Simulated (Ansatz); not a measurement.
Consider W-vacancy pair (W on one host Ir site, one Ir site vacant) in fcc Ir, neutral cell. These are PBE, PAW (plane waves to 420 eV; Ansatz, an electronic-structure program) values and carry that method's errors.

Settings: 32 host sites, the relaxed PBE lattice, a 2×2×2 k-point mesh shifted by half a step, smearing 0.10 eV, spin-restricted, no image-charge correction. Static, classical nuclei. Spin-orbit coupling is left out. Forms of the defect that were not tried may lie lower. The start lies 0.13 eV above the lowest site run (PBE).

Barriers: single points on a 4×4×4 k-point mesh shifted by half a step at the bands' geometries (they differ from the bands' own by up to 0.27 eV, and are uncertain by about as much).

The step: direct exchange of W with the vacancy (W-vacancy distance between ideal sites 2.74 Å throughout). Atoms about the jump, Cartesian Å from the middle of the jump, before and after:

| atom | x0 | y0 | z0 | x1 | y1 | z1 |
|---|---|---|---|---|---|---|
| W1 | 0.00 | -0.96 | -0.96 | 0.00 | 0.96 | 0.96 |
| Ir2 | 1.92 | 0.96 | -0.95 | 1.92 | 0.95 | -0.96 |
| Ir3 | -1.92 | 0.96 | -0.95 | -1.92 | 0.95 | -0.96 |
| Ir4 | 1.92 | -0.95 | 0.96 | 1.92 | -0.96 | 0.95 |
| Ir5 | -1.92 | -0.95 | 0.96 | -1.92 | -0.96 | 0.95 |
| Ir6 | 0.00 | 0.97 | -2.90 | 0.00 | 0.95 | -2.89 |
| Ir7 | 0.00 | 2.89 | -0.95 | 0.00 | 2.90 | -0.97 |
| Ir8 | 0.00 | -2.90 | 0.97 | 0.00 | -2.89 | 0.95 |
| Ir9 | 0.00 | -0.95 | 2.89 | 0.00 | -0.97 | 2.90 |

Q: Predict the transition state.

A: 
```json
[
 {"atom": "W1", "x": "0.00", "y": "0.01", "z": "-0.03"},
 {"atom": "Ir2", "x": "2.08", "y": "0.99", "z": "-1.01"},
 {"atom": "Ir3", "x": "-2.08", "y": "0.99", "z": "-1.01"},
 {"atom": "Ir4", "x": "2.06", "y": "-1.00", "z": "0.98"},
 {"atom": "Ir5", "x": "-2.06", "y": "-1.00", "z": "0.98"},
 {"atom": "Ir6", "x": "0.00", "y": "0.92", "z": "-2.86"},
 {"atom": "Ir7", "x": "0.00", "y": "2.85", "z": "-0.93"},
 {"atom": "Ir8", "x": "0.00", "y": "-2.87", "z": "0.92"},
 {"atom": "Ir9", "x": "0.00", "y": "-0.94", "z": "2.86"}
]
```
It lies 2.98 eV above the start and 2.98 eV above the end. The saddle point's order was not checked, and it lies on a symmetry element of the cell, where a band can be held.
